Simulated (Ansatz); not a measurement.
Base system: MoS2 (space group P6_3/mmc, No. 194; a = 3.1493 Å, c = 12.0895 Å; layered, stacked along the Cartesian z axis). Axes: x lies along a and z along c of the hexagonal cell.

Calculations: Ansatz (a quantum-chemistry and plane-wave program), PBE-D3(BJ), PAW, cutoff 420 eV, no SOC.

Strains are applied to the cell and any free atomic positions relax.

One change was made to it. Results:

```tsv
quantity	base	after
energy relative to the base (free energy F)	0 meV/atom	+3.7 meV/atom
gap character	indirect, Γ → K–Γ (44 % along)	indirect, Γ → K–Γ (44 % along)
smallest direct gap	1.70 eV	1.67 eV
```

What was done to the base?
A. uniaxial strain ε_zz = −3.00 %
B. uniaxial strain ε_zz = −0.60 %
C. uniaxial strain ε_zz = −1.20 %
D. uniaxial strain ε_zz = −2.40 %

A, uniaxial strain ε_zz = −3.00 %. For comparison, the energy relative to the base in the other runs: uniaxial strain ε_zz = −2.40 % gives +2.3 meV/atom; uniaxial strain ε_zz = −0.60 % gives +0.1 meV/atom; uniaxial strain ε_zz = −1.20 % gives +0.5 meV/atom.

Stability against distortions was not tested.
